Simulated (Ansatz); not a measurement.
ZnGaNO (model structure, started from the AlSiCN type, P3m1, No. 156, 4 atoms in the cell), treated with r²SCAN in Ansatz (PAW).

Settings: plane-wave cutoff 560 eV, 12×12×8 k mesh (along the axes of the cell as run), Fermi–Dirac smearing 0.01 eV, scalar-relativistic PAW data made under PBE.

Cell (relaxed with PBEsol):

GaZnNO is modelled in the trigonal space group P3m1 (No. 156), Pearson symbol hP4. Lattice parameters: a = b = 3.1956 Å, c = 5.2201 Å, α = β = 90.00°, γ = 120.00°. Ga on 1b is coordinated by 3 N at 1.926 Å and 1 O at 1.926 Å (tetrahedral). Zn on 1c has 1 N at 1.973 Å and 3 O at 1.999 Å (tetrahedral). O on 1b has 1 Ga at 1.926 Å and 3 Zn at 1.999 Å (tetrahedral). N on 1c is surrounded by 3 Ga at 1.926 Å and 1 Zn at 1.973 Å (tetrahedral). (Neighbours: up to the widest gap in distance over summed covalent radii, below 1.35, at either atom; cation-cation and far metal-metal contacts left out.)

Question: Give the computed band gap.

Answer: 
- band gap = 1.74 eV (direct)

Note: the relaxation could raise the start's symmetry but not lower it, so the cell can be a saddle point; cell and atoms aren't relaxed at this level (largest force component 0.11 eV/Å).

Spin–orbit coupling is not included.

Computed values are for the static lattice.

It cost about 60 core-seconds (a rough figure) of CPU time.

A model structure was made by putting elements into a prototype or built by hand; it is no filed structure, need not be a known phase, and can be a saddle point held by its symmetry.

Ansatz is a first-principles code.
